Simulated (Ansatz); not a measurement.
A 64-atom cell of (Si,Sn) started in the diamond structure, site fractions Si 0.500, Sn 0.500, short-range order -0.16 among the nearest mixed sites of the first mixed sublattice (0 is random, a negative value favours unlike neighbours), space group P1 at the end. The mixed sublattice has 64 sites.

The mixing enthalpy is taken against the end members in the diamond type, relaxed in the same cell and mesh.

All values below come from PBE (plane waves to 420 eV, PAW; Ansatz, a first-principles code). Scalar-relativistic, without spin–orbit coupling. Its k-point mesh 2×2×2 shifted by 0.5, 0.5, 0.5, Fermi–Dirac width 0.01 eV.

```csv
cell,energy at zero smearing (eV)
Si,-40691.765
Sn,-385549.245
SnSi,-213111.863
```

Problem. Work out the mixing enthalpy per mixed site and the interaction parameter Ω of a regular solution.

Solution. With x = 32/64 of the second end member, ΔH = [-213111.863 − 32/64 × (-40691.765) − 32/64 × (-385549.245)] / 64 = 135.0 meV against the separate end members. Ω = ΔH / x(1 − x) = 540 meV, which puts the top of the miscibility gap of this model at Ω / 2k = 3130 K.
